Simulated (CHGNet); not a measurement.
# Fluorite NiSi2

The numbers are results of the machine-learned potential CHGNet 0.3.0 (trained on PBE and PBE+U data), not measurements.

Cell (relaxed at this level):

```
NiSi2
1.0
    0.00000     2.69813     2.69813
    2.69813     0.00000     2.69813
    2.69813     2.69813     0.00000
Si Ni
2 1
Direct
  0.25000   0.25000   0.25000
  0.75000   0.75000   0.75000
  0.00000   0.00000   0.00000
```

```yaml
lattice_constant_a: 5.396 Å
volume_per_atom: 13.09 Å³/atom
```

Measured, for comparison: lattice constant a 5.406 Å, equilibrium volume per atom 13.17 Å³/atom (temperature not stated, not corrected to a static lattice; as tabulated in Wikipedia's data pages). Computed (rounded) less measured: lattice constant a -0.2 %, equilibrium volume per atom -0.6 %. A static lattice is as a rule a little smaller and stiffer than an uncorrected measurement, which narrows the difference in the equilibrium volume per atom and would widen misses of the other sign.

A machine-learned potential is trained on density-functional data: it inherits that level's misses and adds fitting errors of its own.

Note: the model gives imaginary modes for this phase (in the spectrum interpolated from a supercell); the model's elastic tensor is not positive definite here.
